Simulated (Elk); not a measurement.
Band structure of CeSi₂Cu₂ (I4/mmm, 5 atoms in the cell).

```xyz
5
Lattice="-1.9965 1.9965 4.8176 1.9965 -1.9965 4.8176 1.9965 1.9965 -4.8176" Properties=species:S:1:pos:R:3 pbc="T T T"
Ce     0.0000     0.0000     0.0000
Si     0.0000     0.0000     5.9883
Si     0.0000     0.0000     3.6468
Cu     1.9965     0.0000     2.4088
Cu     0.0000     1.9965     2.4088
```
Moments meant for the start (each program seeds them in its own way; μB, in the order of the atoms Ce Si Si Cu Cu): 1.0 0.0 0.0 0.0 0.0.

Method of the run: PBEsol, all-electron FP-LAPW, Elk's shipped species files, APW+lo basis with extra local orbitals (Elk).

Settings: xctype = 22; spinpol = true; rgkmax = 7.5; stype = 0; swidth = 0.00367493 Ha; ngridk = 6 6 6; reducebf = 0.5; gmaxvr = 14 1/bohr; nxlo = 2; lorbcnd = true; rmtscf = 0.9; lmaxi = 3; nempty = 10 per atom; maxscl = 100.

The starting cell comes from a database of computed structures (which also holds hypothetical and non-ambient phases and stackings), without a prior relaxation at this level. Its lattice was rescaled by a random factor within 2.5 % of one. Spin-orbit coupling is off. The starting moments vanished: the run ended non-magnetic, which need not be the lowest state. The f electrons are in the valence without U or exact exchange, which can misplace them near the Fermi level. Spin-orbit terms, which matter for f shells, are left out. Values depend on the basis (sphere radii, cutoffs, local orbitals), which need not be converged.

Levels in eV from the Fermi level, bands 24 to 31 of the first spin channel:
```json
[
 {"point": "Γ", "24": "-2.33", "25": "-2.33", "26": "-1.37", "27": "-0.28", "28": "-0.28", "29": "0.00", "30": "0.38", "31": "0.44"},
 {"point": "X", "24": "-2.40", "25": "-2.39", "26": "-2.29", "27": "-1.60", "28": "0.18", "29": "0.23", "30": "0.25", "31": "0.44"},
 {"point": "Y", "24": "-2.28", "25": "-2.12", "26": "-2.09", "27": "-1.87", "28": "0.18", "29": "0.23", "30": "0.26", "31": "0.44"},
 {"point": "S", "24": "-1.60", "25": "-1.58", "26": "-1.23", "27": "0.11", "28": "0.23", "29": "0.26", "30": "0.35", "31": "0.48"},
 {"point": "Z", "24": "-1.84", "25": "-1.00", "26": "-0.47", "27": "0.09", "28": "0.15", "29": "0.20", "30": "0.20", "31": "0.41"},
 {"point": "S1", "24": "-1.60", "25": "-1.58", "26": "-1.23", "27": "0.11", "28": "0.23", "29": "0.26", "30": "0.35", "31": "0.48"},
 {"point": "N", "24": "-2.92", "25": "-1.58", "26": "-0.42", "27": "-0.03", "28": "0.21", "29": "0.26", "30": "0.37", "31": "0.40"},
 {"point": "P", "24": "-2.40", "25": "-2.40", "26": "-1.89", "27": "-1.89", "28": "0.20", "29": "0.22", "30": "0.22", "31": "0.39"},
 {"point": "Y1", "24": "-2.28", "25": "-2.12", "26": "-2.09", "27": "-1.87", "28": "0.18", "29": "0.23", "30": "0.26", "31": "0.44"}
]
```

Bands cross the Fermi level along this path, so the cell is metallic at this level.

The net moment of the cell came out as 0.00 μB.
